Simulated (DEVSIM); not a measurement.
System: abrupt Si n-p junction, at 300 K.

```tsv
layer (left to right)	material	thickness (μm)	Nd (cm⁻³)	Na (cm⁻³)	τn (s)	τp (s)
1	Si	38.0	1e16	-	3.6e-5	3.6e-5
2	Si	68.0	-	1.1e15	3.6e-5	3.6e-5
```

Left contact: ohmic. Right contact: ohmic. Voltage is applied to the left contact. Recombination: SRH at mid-gap, Auger. Mobility is constant in doping.

The device is made up for the run: typed textbook-type constants, with dimensions and the other settings drawn at random. Values at 300 K.

| parameter | Si |
|---|---|
| gap (eV) | 1.124 |
| affinity (eV) | 4.05 |
| permittivity | 11.7 |
| Nc (cm⁻³) | 2.86e19 |
| Nv (cm⁻³) | 3.1e19 |
| μn (cm²/Vs) | 1417 |
| μp (cm²/Vs) | 470 |
| Cn (cm⁶/s) | 2.8e-31 |
| Cp (cm⁶/s) | 9.9e-32 |

Simulated with DEVSIM: 1D drift-diffusion, Boltzmann statistics, complete ionisation; no tunnelling, impact ionisation, image-force lowering or self-heating.

The doping Nd of layer 1 was swept, all else fixed.

```csv
doping Nd of layer 1 (cm^-3),potential step across the device at zero bias (V),largest field in the device at zero bias (V/cm),dark forward voltage at 1 A/cm² (V)
3e14,0.563,6100,0.622
1e15,0.594,9400,0.617
3e15,0.622,12000,0.612
1e16,0.653,14000,0.609
3e16,0.682,16000,0.608
1e17,0.713,21000,0.608
3e17,0.741,32000,0.608
```

From the first row to the last the potential step across the device at zero bias goes from 0.563 to 0.741. From the first row to the last the largest field in the device at zero bias goes from 6100 to 32000.
